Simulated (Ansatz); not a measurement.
Relaxation of the outer planes of the (10-12) surface of hcp Zr in its 1x1 cell, outermost plane spacing 1.27 Å in the ideal cut.

Computed with PBE (plane waves to 420 eV, PAW; Ansatz, a first-principles code).

Set-up: 12 atoms, 10.8 Å thick at the start; mesh 12x5x1; 0.1 eV smearing; dipole correction on; all atoms relaxed; start symmetry kept, larger cells not searched; no spin, no spin-orbit, no U.

| plane | atoms | bulk spacing to the next (Å) | relaxed spacing (Å) | change (%) | rumpling (Å) |
|---|---|---|---|---|---|
| 1 | Zr | 1.266 | 1.132 | -10.6 | 0.00 |
| 2 | Zr | 0.633 | 0.623 | -1.5 | 0.00 |
